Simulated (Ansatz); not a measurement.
The reference is LaBr$_{3}$ in the ReO3 type structure (space group Pm-3m, No. 221; a = 5.8029 Å; a hypothetical phase, not in the database extracts checked). Axes: x, y, z lie along the cube axes.

All numbers come from PBEsol (Ansatz, a quantum-chemistry and plane-wave program, PAW, spin-orbit coupling left out).

Now apply this change: uniaxial strain ε_xx = −0.83 %, all other strain components held at zero; the atoms relax in the strained cell.

### Question
Predict the stress tensor and what it implies for the stiffness.

### Answer
Stress of the strained cell less that of the base (GPa, compression positive):
```
   0.65    0.00    0.00
   0.00    0.03    0.00
   0.00    0.00    0.03
```

Then −Δσ_ii/ε with ε = -0.0083 gives relaxed-ion elastic constants: C11 ≈ 78 GPa.

Stability against distortions was not tested.
